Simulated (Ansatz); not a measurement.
How the lattice parameter a of Mo (model structure, P6₃/mmc, No. 194, 2 atoms in the cell) moves with the method

No measured value is used here.

```tsv
level (code)	value (Å)
LDA (Ansatz)	2.716
PBEsol (Ansatz)	2.731
r²SCAN (Ansatz)	2.737
```

LDA, PBEsol, r²SCAN: the run has no spin polarisation, so it can have missed a magnetic state. Cutoffs differ between the levels. Ansatz's density-functional and Hartree–Fock values are scalar-relativistic unless marked +SOC, with PAW data made under PBE.

A model structure was made by putting elements into a prototype or built by hand; it is no filed structure, need not be a known phase, and can be a saddle point held by its symmetry.

Ansatz is a first-principles code.
